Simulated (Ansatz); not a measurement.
```yaml
crystal:
  lattice:
    - [4.12556, 0.00000, 0.00000]
    - [-2.06278, 3.57284, 0.00000]
    - [0.00000, 0.00000, 35.90000]
  atoms:
    - { symbol: Se, position: [0.33333, 0.66667, 0.26505] }
    - { symbol: Bi, position: [0.66667, 0.33333, 0.30903] }
    - { symbol: Se, position: [0.00000, 0.00000, 0.36298] }
    - { symbol: Bi, position: [0.33333, 0.66667, 0.41674] }
    - { symbol: Se, position: [0.66667, 0.33333, 0.46073] }
    - { symbol: Se, position: [0.33333, 0.66667, 0.53927] }
    - { symbol: Bi, position: [0.66667, 0.33333, 0.58326] }
    - { symbol: Se, position: [0.00000, 0.00000, 0.63702] }
    - { symbol: Bi, position: [0.33333, 0.66667, 0.69097] }
    - { symbol: Se, position: [0.66667, 0.33333, 0.73495] }
```

Values marked by level come from PBE+D3(BJ) (plane waves to 420 eV, PAW; Ansatz, a first-principles code); PBE+D3(BJ) with spin-orbit coupling (plane waves to 420 eV, PAW; Ansatz); HSE06 (plane waves to 420 eV, PAW; Ansatz). Geometries and values that name no level are of the first. Values not marked SOC have no spin–orbit coupling. Its k-point mesh 9×9×1, Fermi–Dirac width 0.01 eV. HSE06 ran on meshes of its own (6×6×1); its edges and gaps are taken over the mesh and over extra points off it, mostly where PBE has its edges. A dipole correction is on.

Name the layers and their stacking, and give its binding and gap.

2 layers of Bi2Se3, started at parallel, no shift (facing atoms over hollows or bridges).
```
Item                                                                             Result
---------------------------------------------------------------------  ----------------
step of the vacuum level across the stack (top less bottom)                     0.00 eV
interaction energy of the frozen layers                                    -21.4 meV/Å²
interaction energy without the D3 term at this geometry                     +2.6 meV/Å²
PBE gap over the mesh and listed points off it                          0.65 eV, direct
valence and conduction edges under the vacuum level of the lower face  5.66 and 5.02 eV
HSE06 gap at the same geometry                                                  1.07 eV
PBE+SOC gap at the same geometry                                                0.20 eV
```
